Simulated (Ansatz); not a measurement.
The structure below was relaxed with plane-wave PAW DFT at the r2SCAN level (Ansatz, a quantum-chemistry and plane-wave program, 500 eV), no spin-orbit coupling, earlier PAW set.

```
CELL_PARAMETERS angstrom
      2.85880     0.00000     0.00000
     -1.42940     2.47580     0.00000
      0.00000     0.00000     5.24615
ATOMIC_POSITIONS crystal
  Nb 0.33333 0.66667 0.75000
  Nb 0.66667 0.33333 0.25000
```

**Question.** Find the space group and the Wyckoff positions.

**Answer.** Space group P6₃/mmc (No. 194); a = b = 2.859 Å, c = 5.246 Å, α = β = 90.00°, γ = 120.00°

| atom | site | symmetry | x | y | z |
|---|---|---|---|---|---|
| Nb | 2d | -6m2 | 0.6667 | 0.3333 | 0.2500 |

Whether these cells are dynamically stable was not tested. The final runs are not spin-polarised. The cell was made from Zn by this change: Zn → Nb; the result is a model cell, its experimental status unchecked. This is not the structure that Nb has at room temperature and ambient pressure.
